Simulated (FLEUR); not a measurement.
## Equation of state of bcc Nb (space group 229): energy against volume (FLEUR, PBE)

```yaml
crystal:
  lattice:
    - [-1.62066, 1.62066, 1.62066]
    - [1.62066, -1.62066, 1.62066]
    - [1.62066, 1.62066, -1.62066]
  atoms:
    - { symbol: Nb, position: [0.00000, 0.00000, 0.00000] }
```

Level of theory: PBE, all-electron FLAPW (FLEUR), scalar-relativistic valence run with FLEUR. Settings: Kmax = 4.67 1/bohr; GmaxXC = 16.3 1/bohr; xcFunctional = pbe; jspins = 1; l_soc = F; mode = hist; fermiSmearingEnergy = 0.00183747 Htr; mesh (inpgen div1-3) = 25 25 25; inpgen gamma flag = false; Gmax = 16.3 1/bohr; numbands = 0; maxIterBroyd = 40; imix = Anderson; alpha = 0.05; precondParam = 0; minDistance = 1e-05 me/bohr^3. The cell above is the first row's. The rows scale it uniformly. In all rows the k mesh is held. E is the free energy at the stated smearing, counted from the lowest row.

```
V (Å^3/atom)  E (meV/atom)
------------  ------------
17.027               43.36
17.397               19.41
17.767                5.24
18.137                0.00
18.508                2.90
18.878               13.21
19.248               30.25
19.618               53.42
19.988                   ?
```

Taking the third-order Birch-Murnaghan form, a cubic in V^(-2/3) for E over the 8 complete rows: With u = V^(-2/3) - 0.144, the rows have u = 0.007092, 0.004942, 0.002867, 0.000863, -0.001080, -0.002953, -0.004767, -0.006523. Least squares gives E = 0.319 - 1265.78·u + 1044563·u² - 1446877·u³. Residuals (row less fit): -0.004, 0.009, -0.002, -0.004, -0.006, 0.007, 0.003, -0.003; standard error 0.008 (degrees of freedom: 4). Its minimum lies at u = 0.000607, so V0 = (0.144607)^(-3/2) = 18.19. There d²E/du² = 2084000 and d³E/du³ = -8681000, so B0 = (4/9) × 18.19^(-7/3) × 2084000 × 0.160218 = 171 GPa (the last factor turns the table's units into GPa), and B0' = 4 + (2/3) × 0.144607 × (-8681000)/2084000 = 3.6.

Question: What does the fit predict for E at V = 19.988, and how far is the calculated value from it?

Answer: u = -0.008225, so E = 0.319 - 1265.78 × (-0.008225) + 1044563 × (-0.008225)² - 1446877 × (-0.008225)³ = 82.200 meV/atom. The calculation gives 82.14 meV/atom, 0.060 meV/atom below the prediction (0.1 % of the range of E in the table). The row lies outside the fitted rows, so this is an extrapolation. From the scatter of the fitted rows alone, a prediction at this place has a standard error of 0.018 meV/atom, so the miss is 3.3 times that.

Carrying the step between the two nearest rows on in a straight line would have given 76.59, off by 5.55; series whose last step already gives the withheld value aren't shown. The scan was laid around a cell of about the measured size, scaled by a guess for this functional. Spin polarisation is off. Values depend on the basis (sphere radii, cutoffs, local orbitals), which need not be converged. Cutoffs and mesh are single choices, not tested for convergence of this quantity. Series with a scatter that would blur these digits, or in which a gap closes, are not shown. Nor are scans whose minimum lies at an end fitted in this form.

Terms beyond the fitted order, or numerical noise in single rows, can give a miss of this size; the table doesn't tell which.
